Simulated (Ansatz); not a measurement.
We consider rock-salt NaH, described by G0W0@PBE0 (Ansatz, a first-principles code, plane waves, hard PAW, contour deformation).

The same calculation (at the measured cell, 14.455 Å³/atom) with different numerical settings; throughout: k mesh 2×2×2:

```json
[
 {"run": "1", "response cutoff (eV)": "100", "empty bands": "121", "quasiparticle gap on the mesh (eV)": "6.475", "quasiparticle gap at Γ (eV)": "17.298", "rough time": "20 core-s"},
 {"run": "2", "response cutoff (eV)": "150", "empty bands": "222", "quasiparticle gap on the mesh (eV)": "6.549", "quasiparticle gap at Γ (eV)": "17.226", "rough time": "40 core-s"},
 {"run": "3", "response cutoff (eV)": "200", "empty bands": "341", "quasiparticle gap on the mesh (eV)": "6.590", "quasiparticle gap at Γ (eV)": "17.190", "rough time": "40 core-s"},
 {"run": "4", "response cutoff (eV)": "250", "empty bands": "477", "quasiparticle gap on the mesh (eV)": "6.614", "quasiparticle gap at Γ (eV)": "17.171", "rough time": "80 core-s"},
 {"run": "5", "response cutoff (eV)": "300", "empty bands": "627", "quasiparticle gap on the mesh (eV)": "6.628", "quasiparticle gap at Γ (eV)": "17.150", "rough time": "100 core-s"},
 {"run": "6", "response cutoff (eV)": "400", "empty bands": "965", "quasiparticle gap on the mesh (eV)": "?", "quasiparticle gap at Γ (eV)": "?", "rough time": "4 core-min"}
]
```

Fill in the missing entries.


- 6, quasiparticle gap on the mesh (eV): 6.642
- 6, quasiparticle gap at Γ (eV): 17.136

In the column quasiparticle gap on the mesh (eV) the first row differs from the last by -0.167 and the next to last by -0.014.

The last row is no converged limit: other settings stay fixed.

Note: GW on a hybrid start was not checked against another program.
